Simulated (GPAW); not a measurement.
# A self-consistent single point of K3TaCl6 (Fm-3m, 10 atoms in the cell) with GPAW

Level of theory: LDA (Perdew-Wang 92), GPAW PAW datasets LDA (gpaw-data 1.0.1) (plane waves; GPAW).

Input:

```python
from ase import Atoms
from ase.units import GPa
from gpaw import GPAW, PW

atoms = Atoms(['K', 'K', 'K', 'Ta', 'Cl', 'Cl', 'Cl', 'Cl', 'Cl', 'Cl'],
              cell=[[0.000000, 5.433030, 5.433030],
                    [5.433030, 0.000000, 5.433030],
                    [5.433030, 5.433030, 0.000000]],
              positions=[[8.149545, 8.149545, 8.149545],
                         [2.716515, 2.716515, 2.716515],
                         [5.433030, 5.433030, 5.433030],
                         [0.000000, 0.000000, 0.000000],
                         [2.471485, 5.433030, 5.433030],
                         [8.394575, 5.433030, 5.433030],
                         [5.433030, 2.471485, 5.433030],
                         [5.433030, 8.394575, 5.433030],
                         [5.433030, 5.433030, 2.471485],
                         [5.433030, 5.433030, 8.394575]],
              pbc=True)

atoms.set_initial_magnetic_moments([0.0, 0.0, 0.0, 1.0, 0.0, 0.0, 0.0, 0.0, 0.0, 0.0])

calc = GPAW(spinpol=True,
            mode=PW(600),
            xc='LDA',
            kpts={'size': (4, 4, 4), 'gamma': True},
            occupations={'name': 'methfessel-paxton', 'width': 0.272, 'order': 0},
            nbands=-14,
            convergence={'density': 1e-05},
            symmetry={'symmorphic': False, 'tolerance': 0.0005},
            maxiter=100)

atoms.calc = calc

energy = atoms.get_potential_energy()
print('Energy (eV):', round(energy, 6))
forces = atoms.get_forces()
print('Forces (eV/Ang):')
print(forces.round(5))
stress = atoms.get_stress()
print('Stress (GPa, Voigt):', (stress / GPa).round(4))
```

Output (repeated stretches shortened):

```
Input parameters:
  convergence: {density: 1e-05}
  kpts: {gamma: True,
         size: (4, 4, 4)}
  maxiter: 100
  mode: {ecut: 600.0,
         name: pw}
  nbands: -14
  occupations: {name: methfessel-paxton,
                order: 0,
                width: 0.272}
  spinpol: True
  symmetry: {symmorphic: False,
             tolerance: 0.0005}

species:
  K:
    name: Potassium
    Z: 19.0
    valence: 9
    core: 10
    charge: 0.0
    file: K.LDA.gz

    # Using partial waves for K as LCAO basis

  Ta:
    name: Tantalum
    Z: 73.0
    valence: 13
    core: 60
    charge: 0.0
    file: Ta.LDA.gz

    # Using partial waves for Ta as LCAO basis

  Cl:
    name: Chlorine
    Z: 17.0
    valence: 7
    core: 10
    charge: 0.0
    file: Cl.LDA.gz

    # Using partial waves for Cl as LCAO basis

Reference energy: -548059.107338  # eV

Spin-polarized calculation.
Initial magnetic moment: 1.000000

Convergence criteria:
 Maximum [total energy] change in last 3 cyles: 0.0005 eV / valence electron
 Maximum integral of absolute [dens]ity change: 1e-05 electrons / valence electron
 Maximum integral of absolute [eigenst]ate change: 4e-08 eV^2 / valence electron
 Maximum number of scf [iter]ations: 100

Symmetries present (total): 48
Symmetries with fractional translations: 0
64 k-points: 4 x 4 x 4 Monkhorst-Pack grid + [1/8,1/8,1/8]
8 k-points in the irreducible part of the Brillouin zone
       k-points in crystal coordinates                weights
   0:     0.00000000    0.00000000    0.00000000          1/64
   1:     0.25000000    0.25000000    0.00000000          6/64
   2:     0.25000000    0.25000000    0.25000000          8/64
   3:     0.50000000    0.25000000   -0.25000000          6/64
   4:     0.50000000    0.25000000    0.25000000         12/64
   5:     0.50000000    0.50000000    0.00000000          3/64
   6:     0.50000000    0.50000000    0.25000000         24/64
   7:     0.50000000    0.50000000    0.50000000          4/64

Wave functions: Plane wave expansion
  Cutoff energy: 600.000 eV
  Number of coefficients (min, max): 10687, 10777
  Pulay-stress correction: 0.000000 eV/Ang^3 (de/decut=0.000000)

Occupation numbers: Methfessel-Paxton:
  width: 0.2720  # eV
  order: 0

Eigensolver

Densities:
  Coarse grid: 45*45*45 grid
  Fine grid: 90*90*90 grid
  Total Charge: 0.000000

Density mixing:
  Method: difference
  Backend: pulay
  Linear mixing parameter: 0.05
  old densities: 5
  Damping of long wavelength oscillations: 50

Hamiltonian:
  XC and Coulomb potentials evaluated on a 90*90*90 grid
  External potential:
    NoExternalPotential

Number of atoms: 10
Number of atomic orbitals: 52
Number of bands in calculation: 55
Number of valence electrons: 82
Bands to converge: occupied

Density initialized from atomic densities
  52 bands from LCAO basis set
  3 bands from random numbers

Atomic positions and initial magnetic moments

Positions:
   0 K      8.149545    8.149545    8.149545    ( 0.0000,  0.0000,  0.0000)
   1 K      2.716515    2.716515    2.716515    ( 0.0000,  0.0000,  0.0000)
   2 K      5.433030    5.433030    5.433030    ( 0.0000,  0.0000,  0.0000)
   3 Ta     0.000000    0.000000    0.000000    ( 0.0000,  0.0000,  1.0000)
   4 Cl     2.471485    5.433030    5.433030    ( 0.0000,  0.0000,  0.0000)
   5 Cl     8.394575    5.433030    5.433030    ( 0.0000,  0.0000,  0.0000)
   6 Cl     5.433030    2.471485    5.433030    ( 0.0000,  0.0000,  0.0000)
   7 Cl     5.433030    8.394575    5.433030    ( 0.0000,  0.0000,  0.0000)
   8 Cl     5.433030    5.433030    2.471485    ( 0.0000,  0.0000,  0.0000)
   9 Cl     5.433030    5.433030    8.394575    ( 0.0000,  0.0000,  0.0000)

Unit cell:
           periodic     x           y           z      points  spacing
  1. axis:    yes    0.000000    5.433030    5.433030    45     0.1394
  2. axis:    yes    5.433030    0.000000    5.433030    45     0.1394
  3. axis:    yes    5.433030    5.433030    0.000000    45     0.1394

  Lengths:   7.683465   7.683465   7.683465
  Angles:   60.000000  60.000000  60.000000

Effective grid spacing dv^(1/3) = 0.1521

     iter     time        total  log10-change:  magmom
                         energy   eigst   dens
iter:   1 --:--:--   -43.999769                   +1.0035
iter:   2 --:--:--   -44.170841   -0.86  -1.33    +1.4042
iter:   3 --:--:--   -43.769232   -1.55  -1.38    +2.2103
iter:   4 --:--:--   -43.593114   -1.95  -1.53    +1.9792
iter:   5 --:--:--   -43.740132   -1.82  -1.70    +1.9952
iter:   6 --:--:--   -43.637826   -2.85  -1.85    +1.9899
iter:   7 --:--:--   -43.569144   -2.60  -2.03    +1.9920
iter:   8 --:--:--   -43.556772   -2.72  -2.29    +1.9923
iter:   9 --:--:--   -43.557063c  -3.55  -2.89    +1.9920
iter:  10 --:--:--   -43.557336c  -4.16  -2.94    +1.9951
iter:  11 --:--:--   -43.556975c  -4.93  -2.96    +1.9960
iter:  12 --:--:--   -43.557063c  -5.18  -3.14    +1.9960
iter:  13 --:--:--   -43.556994c  -4.84  -3.20    +1.9959
iter:  14 --:--:--   -43.556933c  -6.13  -3.27    +1.9960
iter:  15 --:--:--   -43.556885c  -6.06  -3.27    +1.9960
iter:  16 --:--:--   -43.556770c  -4.92  -3.34    +1.9960
iter:  17 --:--:--   -43.556769c  -5.82  -3.99    +1.9960
iter:  18 --:--:--   -43.556758c  -6.83  -4.01    +1.9960
iter:  19 --:--:--   -43.556728c  -6.00  -4.03    +1.9959
iter:  20 --:--:--   -43.556733c  -6.85  -4.13    +1.9959
iter:  21 --:--:--   -43.556732c  -8.13c -4.36    +1.9959
iter:  22 --:--:--   -43.556731c  -7.81c -4.38    +1.9959
iter:  23 --:--:--   -43.556729c  -7.54c -4.41    +1.9959
iter:  24 --:--:--   -43.556729c  -7.86c -4.51    +1.9960
iter:  25 --:--:--   -43.556728c  -8.83c -4.65    +1.9960
iter:  26 --:--:--   -43.556726c  -7.66c -4.67    +1.9960
   [... 2 lines left out ...]
iter:  29 --:--:--   -43.556725c  -8.07c -4.84    +1.9960
iter:  30 --:--:--   -43.556724c  -7.96c -4.86    +1.9960
iter:  31 --:--:--   -43.556725c  -8.45c -4.72    +1.9960
iter:  32 --:--:--   -43.556726c  -7.88c -4.83    +1.9960
iter:  33 --:--:--   -43.556727c  -8.69c -4.97    +1.9960
iter:  34 --:--:--   -43.556727c  -9.11c -5.08c   +1.9960

Converged after 34 iterations.

Dipole moment: (0.000000, 0.000000, 0.000000) |e|*Ang

Total magnetic moment: (0.000000, 0.000000, 1.995964)
Local magnetic moments:
   0 K  ( 0.000000,  0.000000,  0.001182)
   1 K  ( 0.000000,  0.000000,  0.001182)
   2 K  ( 0.000000,  0.000000,  0.000863)
   3 Ta ( 0.000000,  0.000000,  1.283807)
   4 Cl ( 0.000000,  0.000000,  0.007325)
   5 Cl ( 0.000000,  0.000000,  0.007325)
   6 Cl ( 0.000000,  0.000000,  0.007325)
   7 Cl ( 0.000000,  0.000000,  0.007325)
   8 Cl ( 0.000000,  0.000000,  0.007325)
   9 Cl ( 0.000000,  0.000000,  0.007325)

Energy contributions relative to reference atoms: (reference = -548059.107338)

Kinetic:         +9.414241
Potential:      -11.873246
External:        +0.000000
XC:             -38.949540
Entropy (-ST):   -0.182009
Local:           -2.057179
SIC:             +0.000000
--------------------------
Free energy:    -43.647731
Extrapolated:   -43.556727

Spin contamination: 0.054123 electrons
Showing only first 2 kpts
                      Up                     Down
 Kpt  Band  Eigenvalues  Occupancy  Eigenvalues  Occupancy
  0    39     -0.32748    1.00000     -0.28833    1.00000
  0    40      3.17601    0.94204      3.97243    0.00510
  0    41      3.17601    0.94204      3.97243    0.00510
  0    42      3.17601    0.94204      3.97243    0.00510

  1    39     -0.33253    1.00000     -0.29338    1.00000
  1    40      3.16534    0.94820      3.96508    0.00570
  1    41      3.39506    0.66758      4.22110    0.00006
  1    42      3.39506    0.66758      4.22110    0.00006

Fermi level: 3.47838

No gap
No difference between direct/indirect transitions
Energy (eV): -43.556727

Forces in eV/Ang:
  0 K     0.00000    0.00000   -0.00000
  1 K     0.00000   -0.00000   -0.00000
  2 K     0.00000    0.00000   -0.00000
  3 Ta   -0.00000    0.00000    0.00000
  4 Cl   -0.34063   -0.00000    0.00000
  5 Cl    0.34063   -0.00000    0.00000
  6 Cl    0.00000   -0.34063   -0.00000
  7 Cl    0.00000    0.34063    0.00000
  8 Cl   -0.00000    0.00000   -0.34063
  9 Cl    0.00000    0.00000    0.34063

Stress tensor:
     0.018666     0.000000    -0.000000
     0.000000     0.018666    -0.000000
    -0.000000    -0.000000     0.018666
Stress (GPa, Voigt): [ 2.9906  2.9906  2.9906 -0.     -0.      0.    ]
```

The run converged in 34 iterations. GPAW prints stress with tension positive.

The starting cell comes from a database of computed structures (which also holds hypothetical and non-ambient phases and stackings), without a prior relaxation at this level. Spin-orbit coupling is off. With one magnetic atom in the cell only a parallel order is possible.

Cost on one core of a shared machine: roughly 7 min.
